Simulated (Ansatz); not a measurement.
Start from PbSe in the rock salt structure (space group Fm-3m, No. 225).

```yaml
crystal:
  lattice:
    - [0.00000, 3.02042, 3.02042]
    - [3.02042, 0.00000, 3.02042]
    - [3.02042, 3.02042, 0.00000]
  atoms:
    - { symbol: Pb, position: [0.00000, 0.00000, 0.00000] }
    - { symbol: Se, position: [0.50000, 0.50000, 0.50000] }
```

Cartesian axes are those of the cell as printed.

All numbers come from Ansatz (a program for electronic structure) LDA, no SOC.

For the base:

The volume per atom is 27.55 Å³ and the band gap comes out as zero.

It is then changed as follows: biaxial strain +2.00 %, plane normal [001], relaxed out of plane (Cartesian); in-plane vectors clamped, the third vector and the atoms free.

Problem. Estimate the effect on the volume per atom, energy relative to the base and band gap.

Solution. The volume per atom increases by 1.024 Å³ (27.55 Å³ → 28.58 Å³); the energy goes up by 10 meV/atom; the band gap changes from zero to 0.16 eV.

Spin-orbit coupling, missing from the scalar runs, can matter with Pb. Whether these cells are dynamically stable was not tested. The final runs are not spin-polarised. Gaps under 0.05 eV, about the width of the smearing, are given as zero. A zero or small gap of PbSe can be the functional's error rather than a property of the material.
